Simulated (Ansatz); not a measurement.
Base system: SiO$_{2}$ in the rutile structure (space group P4_2/mnm, No. 136; a = 4.155 Å, c = 2.661 Å). Axes: x, y, z lie along a, b, c of the conventional cell.

The values are results of LDA (Ansatz, a first-principles code; PAW; 420 eV plane waves; scalar-relativistic without spin-orbit coupling), not measurements.

The change: the cell is compressed by 1.20 % along x with no lateral relaxation; the atoms relax in the strained cell.

Task: Predict the stress tensor and what it implies for the stiffness.

Result: Stress of the strained cell less that of the base (GPa, compression positive):
```
   5.55    0.00    0.00
   0.00    2.85    0.00
   0.00    0.00    2.35
```

Then −Δσ_ii/ε with ε = -0.0120 gives relaxed-ion elastic constants: C11 ≈ 463 GPa, C12 ≈ 238 GPa and C13 ≈ 196 GPa.

No phonon test of stability was made.
